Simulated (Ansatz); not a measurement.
Ge: response to strain

The reference is Ge in the diamond structure (space group Fd-3m, No. 227; a = 5.676 Å). Axes: x, y, z lie along the cube axes.

Strains are applied to the cell and any free atomic positions relax; under biaxial strain the out-of-plane vector relaxes too.

Levels (all Ansatz, an electronic-structure program, PAW, earlier PAW set): PBEsol (420 eV, scalar-relativistic without spin-orbit coupling); r2SCAN (500 eV, no spin-orbit coupling); PBEsol+SOC (420 eV, spin-orbit coupling included).

Band gaps by level, all at the geometries relaxed with PBEsol:

```tsv
case	PBEsol	r2SCAN	PBEsol+SOC
base	zero	0.35 eV	zero
biaxial strain −0.55 %, plane normal [111], relaxed out of plane	zero	___	zero
biaxial strain +2.21 %, plane normal [111], relaxed out of plane	zero	zero	zero
isotropic strain −4.81 %	0.26 eV	0.57 eV	0.15 eV
uniaxial strain ε_xx = +1.88 %	zero	___	zero
uniaxial strain ε_xx = +4.94 %	zero	zero	zero
```

### Question
What belongs in the blanks?

### Answer

- biaxial strain −0.55 %, plane normal [111], relaxed out of plane, r2SCAN: 0.41 eV
- uniaxial strain ε_xx = +1.88 %, r2SCAN: 0.11 eV

Single points use the geometry relaxed with PBEsol. Differences between runs with and without spin-orbit coupling are approximate. No phonon test of stability was made. Gaps under 0.05 eV, about the width of the smearing, are given as zero. The zero or small gap of Ge can change with the level of theory.
